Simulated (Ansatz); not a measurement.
Effect of Si on a Mn site (antisite), symmetric start on MnSi

Base system: a 16-atom supercell of MnSi (space group P2_13, No. 198; a = 4.518 Å; ferromagnetic) at its relaxed geometry.

Perturbation: a neutral Si on a Mn site (antisite), symmetric start, atoms relaxed at fixed cell.

Computed with Kohn–Sham DFT with the PBE functional, run in Ansatz (an electronic-structure program) with PAW and 420 eV plane waves, scalar-relativistic without spin-orbit coupling. k-mesh 8×8×8 (Γ-centred); smearing 0.05 eV (Fermi–Dirac).

| quantity | base | changed | shift |
|---|---|---|---|
| pressure | 0.0 GPa | 1.7 GPa | +1.75 GPa |
| energy gained by relaxation | – | 0.83 eV | – |

Other magnetic orders, which the real material may have, were not ruled out. In so small a cell the defect repeats every few ångströms: this is an ordered compound, not a dilute defect. The defect started on the symmetric site and kept its symmetry, so it may sit on a saddle. The defect cell is spin-polarised and ends with 4.9 μB.
